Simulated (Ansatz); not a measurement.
C on the 1x1 (110) surface of bcc Mo, one in a 2x2 cell, started at the site 'bridge Mo-Mo (span 3.2 Å)'

These are PBE (plane waves to 420 eV, PAW; Ansatz, an electronic-structure program) values and carry that method's errors.

Slab: 17 atoms, 6.5 Å thick at the start under the adsorbate (thin: gaps and levels are the slab's own); k 6x6x1, smearing 0.1 eV, dipole-corrected; 8 atoms held, the rest relaxed; held to the start's symmetry, so lower structures may exist; no spin, no spin-orbit, no U, no dispersion correction. At the end it is bonded to 4 Mo. In PBE it is, or lies within 0.03 eV of, the lowest of the starts that converged.

```json
{
 "adsorption_energy_against_an_atom_of_graphite": "0.052 eV",
 "work_function_of_the_top_face": "5.16 eV",
 "change_of_the_work_function": "0.57 eV",
 "change_of_the_step_from_the_bottom_to_the_top_vacuum_level_against_the_clean_slab": "0.63 eV",
 "energy_released_by_relaxation": "2.15 eV",
 "height of the binding atom over the mean of the host atoms within 0.3 Å of the top one": "1.040 Å",
 "nearest_host_atoms_of_the_binding_atom": "Mo at 1.97 Å, Mo at 1.97 Å, Mo at 2.38 Å",
 "largest_move_of_a_host_atom": "0.11 Å",
 "cost": "around 10 core-minutes (rough)"
}
```

A negative adsorption energy means that the adsorbate is more stable on the surface than in its reference.
